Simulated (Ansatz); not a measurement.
Consider TiO2 in the anatase structure (space group I4_1/amd, No. 141).

Levels (all Ansatz, a program for electronic structure, PAW, earlier PAW set): PBE (420 eV, no spin-orbit coupling); PBEsol (420 eV, no SOC).

Levels that relaxed their own cell: PBE and PBEsol.

Measured: band gap 3.42 eV (0 K or low temperature; as listed in Wei Kang, Mark S. Hybertsen, Physical Review B (2010)).

Question: What do the calculations give for these quantities, and how do they miss?

Answer: 
```json
[
 {"level": "PBE", "band gap": "2.13 eV"},
 {"level": "PBEsol", "band gap": "2.11 eV"}
]
```

Computed minus measured — band gap: PBE -1.29 eV, PBEsol -1.31 eV. Measured values not marked as corrected hold thermal and zero-point effects that the static-lattice runs lack. A measured gap can be an optical one, lowered by exciton binding.

Whether these cells are dynamically stable was not tested. The final runs are not spin-polarised.
